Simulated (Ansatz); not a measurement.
Consider HfO2 (space group P4_2/nmc, No. 137; a = 3.577 Å, c = 5.204 Å).

The values are results of plane-wave PAW DFT at the r2SCAN level (Ansatz, a quantum-chemistry and plane-wave program, 500 eV), spin-orbit coupling left out, earlier PAW set, not measurements.

Before the change:

| Quantity | Result |
|---|---|
| Lattice parameter a | 3.577 Å |
| Electron mass | 1.0 mₑ along c, 0.89 mₑ across (at Γ) |

It is then changed as follows: hydrostatic tension (pressure −1 GPa).

Problem. What does the calculation give for the lattice parameter a after the change?

Solution. The lattice parameter a grows by 0.005 Å, from 3.577 Å to 3.582 Å.

Problem. Estimate the effect on the electron mass.

Solution. The electron mass goes from 1.0 mₑ along c, 0.89 mₑ across (at Γ) to 1.0 mₑ along c, 0.90 mₑ across (at Γ).

Spin-orbit coupling, missing from the scalar runs, can matter with Hf. The levels and masses belong to the bands next to the band gap. Load acts through the strain it causes; cell and atoms are relaxed under it. Effective masses come from finite differences of ±0.01 Å⁻¹. Whether these cells are dynamically stable was not tested. This is not the structure that HfO2 has at room temperature and ambient pressure.
